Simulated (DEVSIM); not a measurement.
Structure: abrupt GaAs n-p junction, at 300 K.

Layer 1 from the left is GaAs, thickness (μm) 8.80, Nd (cm⁻³) 6.1e15, τn (s) 2.9e-8, τp (s) 8.7e-7. Layer 2 from the left is GaAs, thickness (μm) 2.10, Na (cm⁻³) 1.6e15, τn (s) 2.9e-8, τp (s) 2.9e-8.

Left contact: ohmic. Right contact: ohmic. Voltage is applied to the left contact. Recombination: SRH at mid-gap. Mobility is μmin + (μ − μmin)/(1 + (N/Nref)^α).

The device is made up for the run: typed textbook-type constants, with dimensions and the other settings drawn at random. Values at 300 K.

GaAs: gap (eV) 1.424, affinity (eV) 4.07, permittivity 12.9, Nc (cm⁻³) 4.7e17, Nv (cm⁻³) 9e18, μn (cm²/Vs) 8500, μp (cm²/Vs) 400, μn,min 500, μp,min 20, Nref,n 6e16, Nref,p 1.5e17, αn 0.39, αp 0.38.

Q: Estimate by hand the built-in potential, the peak field at zero bias, the capacitance at 3 V, and compare with a numerical solution.

A: 
- Built-in potential: ni = √(Nc Nv) exp(−Eg/2kT) = 2250000 cm⁻³ with Eg = 1.424 eV; Vbi = kT/q ln(Na Nd/ni²) = 1.088 V; numerical 1.088 V.
- Peak field at zero bias: depletion approximation: W = √(2εVbi/(qN)) = 1.11 μm with N = 1.27e15 cm⁻³; field = 2Vbi/W = 19700 V/cm; numerical 19200 V/cm (estimate above by 2.5 %).
- Capacitance at 3 V: C = √(qεN / 2(Vbi + |V|)) = 5.33 nF/cm²; numerical 5.36 nF/cm² (estimate below by 0.64 %).

Simulated with DEVSIM: 1D drift-diffusion, Boltzmann statistics, complete ionisation; no tunnelling, impact ionisation, image-force lowering or self-heating.
